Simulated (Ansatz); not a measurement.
The starting structures come from a database of crystals and need not be the phases stable at ambient conditions.

 Where the default PAW files enter, the runs use the earlier of Ansatz's two default sets.

By PBEsol, the system below comes out a metal.

Without scattering a metal conducts by its projected Fermi surface.

Consider the following.

```xyz
8
Lattice="4.4102 0.0000 0.0000 0.0000 4.8599 0.0000 0.0000 0.0000 5.5412" Properties=species:S:1:pos:R:3 pbc="T T T"
Cu     2.2051     1.4628     0.0000
Cu     0.0000     3.3970     2.7706
Cu     0.0000     0.7572     4.1588
Cu     0.0000     0.7572     1.3824
Cu     2.2051     4.1026     4.1530
Cu     2.2051     4.1026     1.3882
Sn     2.2051     1.6581     2.7706
Sn     0.0000     3.2018     0.0000
```

Space group of this cell: Pmmn. The cell is strained (all lengths scaled by 1.02); by PBEsol its mean pressure is -8.0 GPa.

The current flows along the normal of the first two printed cell vectors. No spin-orbit coupling; the value is a mean over 0.1 eV about the Fermi level.

**Question.** Give the ballistic conductance per area that Ansatz (a quantum-chemistry and plane-wave program) with PBEsol yields.

**Answer.** 0.74 × 10¹⁵ S/m² for both spins.
